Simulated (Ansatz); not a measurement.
Consider a (5,5) gold nanotube.

All values below come from PBE (plane waves to 420 eV, PAW; Ansatz, a quantum-chemistry and plane-wave program). Mesh 1×1×22. No spin polarisation. One-dimensional cell, images about 11 Å apart. A hypothetical model, rolled from the flat sheet. It keeps the symmetry and period of its start, so it need not be a minimum against all distortions. Values not marked SOC lack spin–orbit coupling. Buckling under compression is shut out by symmetry and the short period.

Q: What do the calculations give?

A: 
```
Property                                                                                                            Result
--------------------------------------------------------------------  ----------------------------------------------------
period along the axis (10 atoms)                                                                                   2.744 Å
mean diameter                                                                                                       7.74 Å
energy over the flat sheet                                                                                    +98 meV/atom
PBE gap                                                                                               none (under 0.01 eV)
crossings of the Fermi level between Γ and the zone edge (49 points)  9, each for both spins (ideal conductance 9 × 2e²/h)
work function (PBE)                                                                                                5.34 eV
axial stiffness dF/dε                                                                                               128 nN
```
